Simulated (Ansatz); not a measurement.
The parent structure is Mg2Ge in the anti-fluorite structure (space group Fm-3m, No. 225; a = 6.364 Å). Axes: x, y, z lie along the cube axes.

The values are results of PBEsol, PAW, 420 eV (Ansatz, a first-principles code; no spin-orbit coupling), not measurements.

Base values:

| Quantity | Value |
|---|---|
| Shortest interatomic distance | 2.756 Å |
| Valence-band top at Γ | 0.00, 0.00, 0.00 eV |

Modification: compressive biaxial strain of 0.42 % in the plane normal to [111], as in epitaxy on a mismatched substrate; the out-of-plane cell vector and the atoms relax.

### Question
Predict the new out-of-plane strain, shortest interatomic distance, valence-band top at Γ and in-plane stress.

### Answer
The out-of-plane strain comes out as +0.18 %; the shortest interatomic distance decreases by 0.009 Å, from 2.756 Å to 2.747 Å; the valence-band top at Γ (three highest levels, from the VBM) changes from 0.00, 0.00, 0.00 eV to 0.00, 0.00, -0.04 eV; the mean in-plane stress (compression positive) amounts to +0.5 GPa.

The levels and masses belong to the bands next to the band gap. Stability against distortions was not tested.
